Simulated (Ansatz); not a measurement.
Base system: Al$_{2}$O$_{3}$ in the corundum structure (space group R-3c, No. 167; a = 4.8088 Å, c = 13.1239 Å (hexagonal axes)).

Structures relaxed with PBE, PAW, 420 eV (Ansatz, a first-principles code; without spin-orbit coupling).

Base:

Simulated powder pattern, Mo Kα, λ = 0.71073 Å (kinematic, ideal powder, no thermal factors, no anomalous dispersion; the 8 strongest lines at most, above 2 %, up to 2θ = 40°):

```tsv
2θ (°)	I/Imax (%)	hkl
11.60	50	(012)
15.85	82	(104)
17.00	38	(110)
19.42	91	(113)
23.32	48	(024)
25.38	100	(116)
29.00	42	(214)
29.66	65	(300)
```

After one change:

Simulated powder pattern, Mo Kα, λ = 0.71073 Å (kinematic, ideal powder, no thermal factors, no anomalous dispersion; the 8 strongest lines at most, above 2 %, up to 2θ = 40°):

| 2θ (°) | I/Imax (%) |
|---|---|
| 11.74 | 50 |
| 16.05 | 82 |
| 17.20 | 39 |
| 19.66 | 90 |
| 23.61 | 48 |
| 25.70 | 100 |
| 29.36 | 41 |
| 30.02 | 65 |

Problem. Which change produced these results?
(A) pressure 4.5 GPa
(B) pressure 2.1 GPa
(C) pressure 9 GPa
(D) pressure 30 GPa

Solution. C, pressure 9 GPa. Its volume per atom is 8.45 Å³ against 8.76 Å³, and its space group is R-3c (No. 167).

Load acts through the strain it causes; cell and atoms are relaxed under it. Whether these cells are dynamically stable was not tested. Competing high-pressure phases were not computed.
